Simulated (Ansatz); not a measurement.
Consider interstitial N in beta Ga2O3, charge state -1. Calculation: PBE, PAW (plane waves to 420 eV; Ansatz, a quantum-chemistry and plane-wave program).

Cell of 120 host sites held at the relaxed PBE lattice; the Γ point alone; Fermi-Dirac width 0.01 eV, spin-restricted; finite-size errors left in. Static, classical nuclei. The charge state is imposed; whether it is stable for some Fermi level was not computed. Sites that were not tried may lie lower.

Barriers: single points on a 2×2×2 k-point mesh shifted by half a step at the bands' geometries (they differ from the bands' own by up to 0.12 eV, and are uncertain by about as much).

The step: a concerted move, in which N travels most. Atoms about the jump, Cartesian Å from the middle of the jump, before and after:

```
atom     x0     y0     z0     x1     y1     z1
----  -----  -----  -----  -----  -----  -----
N1    -1.22  -0.28   0.36   1.22   0.28  -0.36
O2     1.32   0.77  -0.64   0.49   1.40  -0.77
O3    -0.49  -1.40   0.77  -1.32  -0.77   0.64
Ga4   -1.80  -0.64  -1.35  -1.69  -0.78  -1.19
Ga5    1.69   0.78   1.19   1.80   0.64   1.35
Ga6   -1.60   0.89   1.79  -1.59   0.77   1.80
Ga7    1.59  -0.77  -1.80   1.60  -0.89  -1.79
O8     0.35   0.79   2.52   0.34   0.76   2.56
O9    -0.34  -0.76  -2.56  -0.35  -0.79  -2.52
O10   -1.26   2.44   0.62  -1.42   2.34   0.68
O11    1.42  -2.34  -0.68   1.26  -2.44  -0.62
Ga12  -1.72   2.38  -1.17  -1.58   2.27  -1.18
Ga13   1.58  -2.27   1.18   1.72  -2.38   1.17
O14   -2.78   0.92  -1.62  -2.68   0.77  -1.49
O15    2.68  -0.77   1.49   2.78  -0.92   1.62
O16   -0.34   2.32  -2.47  -0.45   2.44  -2.71
O17    0.45  -2.44   2.71   0.34  -2.32   2.47
Ga18   1.59   2.32  -1.78   1.57   2.42  -1.96
Ga19  -1.57  -2.42   1.96  -1.59  -2.32   1.78
```

**Question.** Predict the transition state.

**Answer.** 
| atom | x | y | z |
|---|---|---|---|
| N1 | -0.01 | 0.02 | -0.01 |
| O2 | 1.58 | 0.81 | -0.82 |
| O3 | -1.59 | -0.78 | 0.81 |
| Ga4 | -1.50 | -0.65 | -1.14 |
| Ga5 | 1.50 | 0.68 | 1.13 |
| Ga6 | -1.61 | 0.86 | 1.83 |
| Ga7 | 1.62 | -0.82 | -1.86 |
| O8 | 0.28 | 0.82 | 2.61 |
| O9 | -0.27 | -0.79 | -2.62 |
| O10 | -1.29 | 2.42 | 0.67 |
| O11 | 1.30 | -2.37 | -0.69 |
| Ga12 | -1.65 | 2.33 | -1.15 |
| Ga13 | 1.65 | -2.30 | 1.13 |
| O14 | -2.66 | 0.80 | -1.47 |
| O15 | 2.67 | -0.77 | 1.46 |
| O16 | -0.31 | 2.33 | -2.50 |
| O17 | 0.31 | -2.30 | 2.49 |
| Ga18 | 1.65 | 2.36 | -1.91 |
| Ga19 | -1.65 | -2.33 | 1.90 |
It lies 0.68 eV above the start and 0.68 eV above the end. The program found a first-order saddle point.
